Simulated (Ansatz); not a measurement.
InGaAs₂ (R3m, No. 160, 4 atoms in the cell; start mp-1223791), treated with PBEsol (Ansatz, an electronic-structure program, PAW).

Settings: plane-wave cutoff 520 eV, 16×16×16 k mesh, Fermi–Dirac smearing 0.05 eV, scalar-relativistic PAW data made under PBE.

Cell (relaxed at this level):

```
GaInAs2
1.0
    2.07622     1.19870     6.80729
   -2.07622     1.19870     6.80729
    0.00000    -2.39741     6.80729
In Ga As
1 1 2
Cartesian
  0.00000   0.00000  12.74981
  0.00000   0.00000   2.55287
  0.00000   0.00000   0.10787
  0.00000   0.00000  10.11648
```

Question: What does this level give for the bulk modulus?

Answer: 
bulk modulus: 60.6 GPa

The run finds no gap.

Note: the bulk modulus is −V dP/dV from two relaxed cells at ±2 % in volume; the relaxation could not lower the start's symmetry, so the cell can be a saddle point above a distorted one.

Spin–orbit coupling is not included; it can open a gap where bands touch, and shift volumes and moduli.

Computed values are for the static lattice.

Computing time: very roughly 18 core-minutes.

A start named mp-… is a Materials Project structure, which need not be a measured phase.
